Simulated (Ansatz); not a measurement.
```
CELL_PARAMETERS angstrom
      4.12556     0.00000     0.00000
     -2.06278     3.57284     0.00000
      0.00000     0.00000    35.90000
ATOMIC_POSITIONS crystal
  Se 0.33333 0.66667 0.26728
  Bi 0.66667 0.33333 0.31128
  Se 0.00000 0.00000 0.36522
  Bi 0.33333 0.66667 0.41910
  Se 0.66667 0.33333 0.46312
  Se 0.00000 0.00000 0.53693
  Bi 0.66667 0.33333 0.58097
  Se 0.33333 0.66667 0.63474
  Bi 0.00000 0.00000 0.68868
  Se 0.66667 0.33333 0.73266
```

Methods: PBE+D3(BJ) (plane waves to 420 eV, PAW; Ansatz, a first-principles code); PBE (plane waves to 420 eV, PAW; Ansatz); r2SCAN (plane waves to 500 eV, PAW; Ansatz); PBE+D3(BJ) with spin-orbit coupling (plane waves to 420 eV, PAW; Ansatz); HSE06 (plane waves to 420 eV, PAW; Ansatz). Geometries and values that name no level are of the first. Values not marked SOC have no spin–orbit coupling. Its k-point mesh 9×9×1, Fermi–Dirac width 0.01 eV. HSE06 ran on meshes of its own (6×6×1); its edges and gaps are taken over the mesh and over extra points off it, mostly where PBE has its edges. A dipole correction is on.

Task: Name the layers and their stacking, and give its binding and gap.

Result: 2 layers of Bi2Se3, started at antiparallel, shifted by (1/3,2/3) (facing atoms over hollows or bridges).
- step of the vacuum level across the stack (top less bottom): -0.03 eV
- interaction energy of the frozen layers: -23.7 meV/Å²
- interaction energy without the D3 term at this geometry: +2.7 meV/Å²
- interaction energy at r2SCAN, without a dispersion term, at this geometry: -1.9 meV/Å²
- r2SCAN gap over the mesh and listed points off it: 0.83 eV
- spacing and interaction energy when relaxed at plain PBE (a flat surface, so the spacing is loose): 3.4 Å and -1.1 meV/Å²
- PBE gap over the mesh and listed points off it: 0.60 eV, direct
- valence and conduction edges under the vacuum level of the lower face: 5.64 and 5.04 eV
- HSE06 gap at the same geometry: 1.00 eV
- PBE+SOC gap at the same geometry: 0.15 eV
